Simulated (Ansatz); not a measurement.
The parent structure is SrTiO3 in the cubic perovskite structure (space group Pm-3m, No. 221; a = 3.854 Å). Axes: x, y, z lie along the cube axes.

Calculations: LDA, PAW, 420 eV (Ansatz, an electronic-structure program; without spin-orbit coupling).

Now apply this change: tensor shear ε_xy = +1.33 % (engineering shear γ = 0.0266); the atoms relax in the strained cell.

Task: What happens to the stress and energy relative to the base?

Result: The stress (xx, yy, zz, yz, xz, xy; compression positive) comes out as (0.07, 0.07, 0.04, 0.00, 0.00, -3.17) GPa; the energy goes up by 3.0 meV/atom.

No phonon test of stability was made. All final runs are without spin polarisation. Many cubic perovskites are stable only at high temperature; tilts and polar distortions were not tested.
